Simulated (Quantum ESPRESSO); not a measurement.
# How a calculation on InAsPt5 (P4/mmm, 7 atoms in the cell) responds to its settings

```yaml
crystal:
  lattice:
    - [3.95777, 0.00000, 0.00000]
    - [0.00000, 3.95777, 0.00000]
    - [0.00000, 0.00000, 6.97704]
  atoms:
    - { symbol: In, position: [0.50000, 0.50000, 0.00000] }
    - { symbol: As, position: [0.00000, 0.00000, 0.50000] }
    - { symbol: Pt, position: [0.00000, 0.50000, 0.28575] }
    - { symbol: Pt, position: [0.00000, 0.50000, 0.71425] }
    - { symbol: Pt, position: [0.50000, 0.00000, 0.28575] }
    - { symbol: Pt, position: [0.50000, 0.00000, 0.71425] }
    - { symbol: Pt, position: [0.00000, 0.00000, 0.00000] }
```

Base run A: PBEsol, GBRV 1.5 ultrasoft (PBESOL) pseudopotentials run with Quantum ESPRESSO 7.5, self-consistent single point.

Its settings: ecutwfc = 40 Ry; ecutrho = 320 Ry; occupations = smearing; smearing = fd; degauss = 0.0073499 Ry; K_POINTS = automatic 6 6 3 1 1 1; conv_thr = 1e-11 Ry; mixing_beta = 0.7.

The starting cell comes from a database of computed structures (which also holds hypothetical and non-ambient phases and stackings), without a prior relaxation at this level. Its lattice was rescaled by a random factor within 2.5 % of one. Spin polarisation is off. In the base run, with a pressure of about 7 GPa the cell is away from its equilibrium volume at this level.

ΔF is the free energy per atom less that of run A. 

Run A gave: pressure (GPa) 7.34; largest force (eV/Å) 0.056; iterations 15.

Runs:
- B: mixing_ndim = 2
- C: mixing_ndim = 4
- D: mixing_ndim = 6
- E: mixing_ndim = 12
- F: mixing_ndim = 16
- G: mixing_ndim = 20

### Question
Which runs reach the base run's state, and which is quickest in iterations?

### Answer
Runs B, C, D, E, F, G ended on the same solution as A (within 1 meV/atom). The fewest iterations to that state were 14 (D); the most were 41.

| run | ΔF (meV/atom) | pressure (GPa) | largest force (eV/Å) | iterations |
|---|---|---|---|---|
| A | 0.00 | 7.34 | 0.056 | 15 |
| B | 0.00 | 7.34 | 0.056 | 41 |
| C | 0.00 | 7.34 | 0.056 | 16 |
| D | 0.00 | 7.34 | 0.056 | 14 |
| E | 0.00 | 7.34 | 0.056 | 15 |
| F | 0.00 | 7.34 | 0.056 | 15 |
| G | 0.00 | 7.34 | 0.056 | 15 |
